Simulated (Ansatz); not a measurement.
Levels about the gap of amorphous Hf18O39Al2 (59 atoms in a cell of 743 Å³, 8.69 g/cm³; zone centre alone, so wide bands show as single levels with stretches between that a denser mesh fills), at the geometry that PBE relaxed, where it gives 0.0 GPa on a denser mesh. The participation number counts the atoms over which a state spreads; weights are charges in smoothed Voronoi cells. The levels come from a single point, so bond lengths are those of that geometry. Method of the levels: PBE, scalar-relativistic without spin-orbit coupling (Ansatz, a program for electronic structure). Sampling: the zone centre alone; Fermi-Dirac width 0.02 eV; no spin polarisation. At PBE the levels at the filled edge of the gap are localised (band-tail or defect states).

A CHGNet melt-quench gave the starting glass, which DFT then relaxed. O atoms were pushed apart under 1.9 Å during the dynamics, to hinder bonds among them. The hot cell started wider than the set density and was brought back towards it in steps. It is the lowest in DFT energy of 2 quenches. It is a model cell: composition and starting density were chosen by hand, and all elements were melted together. No dispersion term was used. Its density started from a set value of 8.56 and ended at 8.69 g/cm³. The quench (nominally 450 K/ps over its main leg) was far faster than any real one, so the model tends to hold more defects than a real film. A cell of this size samples the disorder only roughly. Volume and shape were free in the relaxation.

```csv
"E - E(highest filled), eV",filling,participation number,largest on,weight O,weight Hf,weight Al
-0.47,filled,12.4,"O, 3 neighbours",0.94,0.05,0.01
-0.38,filled,17.2,"O, 3 neighbours",0.95,0.04,0.01
-0.33,filled,18.8,"O, 3 neighbours",0.94,0.06,0.00
-0.32,filled,15.8,"O, 3 neighbours",0.94,0.05,0.00
-0.22,filled,14.0,"O, 3 neighbours",0.95,0.04,0.00
-0.08,filled,5.3,"O, 2 neighbours",0.95,0.05,0.00
0.00,filled,4.8,"O, 3 neighbours",0.94,0.06,0.00
3.70,empty,14.4,"Hf, 7 neighbours",0.41,0.59,0.01
3.84,empty,34.0,"Hf, 7 neighbours",0.49,0.50,0.01
3.99,empty,19.9,"Hf, 7 neighbours",0.39,0.61,0.00
4.10,empty,24.7,"Hf, 7 neighbours",0.43,0.56,0.01
4.24,empty,22.1,"Hf, 7 neighbours",0.39,0.60,0.00
4.35,empty,21.4,"Hf, 7 neighbours",0.39,0.60,0.01
4.44,empty,25.2,"Hf, 7 neighbours",0.40,0.60,0.00
```

Most localised among these is the filled level at +0.00 eV, on a O atom, which has 3 neighbours (Hf 2.13 Å, Hf 2.15 Å, Hf 2.18 Å).
